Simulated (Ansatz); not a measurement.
Band structure of La₂O₃ (P-3m1, 5 atoms in the cell).

```xyz
5
Lattice="1.9267 -3.3371 0.0000 1.9267 3.3371 0.0000 0.0000 0.0000 5.9951" Properties=species:S:1:pos:R:3 pbc="T T T"
La     1.9267     1.1124     1.4808
La     1.9267    -1.1124     4.5143
O      0.0000     0.0000     0.0000
O      1.9267     1.1124     3.8789
O      1.9267    -1.1124     2.1163
```

Level of theory: PBE (plane waves, PAW; Ansatz, a program for electronic structure).

Settings: basis.ecutwfc = 420 eV; kpoints.mp_grid.grid = 7 7 4; hamiltonian.xc = pbe; hamiltonian.pseudopotentials = {kind: paw} (the program's default PAW files); scf.occupations.method = fermi_dirac; scf.occupations.width = 0.02 eV; kpoints.band_path.npoints = 8.

The starting cell has typed, rounded lattice constants, without a prior relaxation at this level. Its lattice was rescaled by a random factor within 2.5 % of one.

Task: Predict the gap along the standard path and the places of the band edges.

Result: The gap along the path is 3.82 eV, from a point between H and A to K; the smallest direct gap on it is 3.90 eV. Another conduction valley lies within 0.1 eV, so the order of the valleys is not sure.

Levels in eV from the top of the valence band on the path, bands 17 to 24:
| point | 17 | 18 | 19 | 20 | 21 | 22 | 23 | 24 |
|---|---|---|---|---|---|---|---|---|
| Γ | -1.84 | -0.47 | -0.47 | -0.24 | 4.38 | 4.71 | 4.71 | 5.46 |
| M | -0.77 | -0.76 | -0.39 | -0.38 | 3.91 | 4.81 | 5.34 | 5.40 |
| K | -0.93 | -0.91 | -0.91 | -0.09 | 3.82 | 4.90 | 4.90 | 5.15 |
| A | -1.17 | -0.91 | -0.34 | -0.34 | 4.80 | 4.87 | 4.87 | 5.11 |
| L | -1.04 | -0.79 | -0.40 | -0.01 | 4.53 | 4.67 | 5.21 | 5.38 |
| H | -0.53 | -0.29 | -0.29 | -0.27 | 4.23 | 4.97 | 5.10 | 5.10 |

Keys are those of Ansatz 0.2.
